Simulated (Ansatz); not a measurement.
Take PbSe in the rock salt structure (space group Fm-3m, No. 225) as the base.

```yaml
crystal:
  lattice:
    - [0.00000, 3.02042, 3.02042]
    - [3.02042, 0.00000, 3.02042]
    - [3.02042, 3.02042, 0.00000]
  atoms:
    - { symbol: Pb, position: [0.00000, 0.00000, 0.00000] }
    - { symbol: Se, position: [0.50000, 0.50000, 0.50000] }
```

Cartesian axes are those of the cell as printed.

Level of theory: LDA (Ansatz, a first-principles code), without spin-orbit coupling.

Strains are applied to the cell and any free atomic positions relax.

One change was made to it. Results:

| quantity | base | after |
|---|---|---|
| pressure (mean of the normal stresses, compression positive) | 0.0 GPa | -1.3 GPa |
| energy relative to the base (free energy F) | 0 meV/atom | +7.3 meV/atom |

Which change produced these results?
A. uniaxial strain ε_zz = +1.00 %
B. uniaxial strain ε_zz = −2.00 %
C. uniaxial strain ε_zz = −1.50 %
D. uniaxial strain ε_zz = +2.50 %
E. uniaxial strain ε_zz = −0.50 %

D, uniaxial strain ε_zz = +2.50 %. For comparison, the energy relative to the base in the other runs: uniaxial strain ε_zz = −1.50 % gives +3.1 meV/atom; uniaxial strain ε_zz = +1.00 % gives +1.2 meV/atom; uniaxial strain ε_zz = −0.50 % gives +0.3 meV/atom; uniaxial strain ε_zz = −2.00 % gives +5.6 meV/atom.

Whether these cells are dynamically stable was not tested. All final runs are without spin polarisation.
